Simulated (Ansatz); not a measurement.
This Ansatz (an electronic-structure program) input is the reference run, PbTe in the zinc blende structure (space group F-43m, No. 216; a hypothetical phase, not in the database extracts checked), computed with PBEsol (Ansatz), no SOC:

Ansatz 0.2 input:
```yaml
crystal:
  lattice:
    - [0, 3.6030188566, 3.6030188566]
    - [3.6030188566, 0, 3.6030188566]
    - [3.6030188566, 3.6030188566, 0]
  atoms:
    - { symbol: Te, position: [0.75, 0.75, 0.75] }
    - { symbol: Pb, position: [0, 0, 0] }
basis: { ecutwfc: 420, ecutrho_ratio: 4, xc_grid: 2, fft_grid_basis: typed }
kpoints: { mp_grid: { grid: [18, 18, 18] } }
hamiltonian:
  xc: pbesol
  dispersion: none
  pseudopotentials: { kind: paw }
scf: { occupations: { method: fermi_dirac, width: 0.0259 }, convergence: { dr2_threshold: 0.0000000002 } }
output: { forces: true, stress: true }
checkpoint: { write: state.ck, write_every: 1000 }
```

### Question
Write the input for this change: 0.468 electrons added to each cell, a density of 5.0×10^21 cm⁻³, with a uniform compensating background at fixed cell and a 300 K Fermi–Dirac width.

### Answer
Ansatz 0.2 input:
```yaml
crystal:
  lattice:
    - [0, 3.6030188566, 3.6030188566]
    - [3.6030188566, 0, 3.6030188566]
    - [3.6030188566, 3.6030188566, 0]
  atoms:
    - { symbol: Te, position: [0.75, 0.75, 0.75] }
    - { symbol: Pb, position: [0, 0, 0] }
basis: { ecutwfc: 420, ecutrho_ratio: 4, xc_grid: 2, fft_grid_basis: typed }
kpoints: { mp_grid: { grid: [18, 18, 18] } }
hamiltonian:
  xc: pbesol
  dispersion: none
  pseudopotentials: { kind: paw }
total_charge: -0.467735
scf: { occupations: { method: fermi_dirac, width: 0.0259 }, convergence: { dr2_threshold: 0.0000000002 } }
relax: { f_tol: 0.005, max_steps: 30 }
output: { forces: true, stress: true }
checkpoint: { write: state.ck, write_every: 1000 }
```
This is the input that was run.

Charged cell with a jellium background: band edges are those of the host's band count, energies are not comparable with the neutral cell, and many-body gap narrowing is missing. Whether these cells are dynamically stable was not tested.
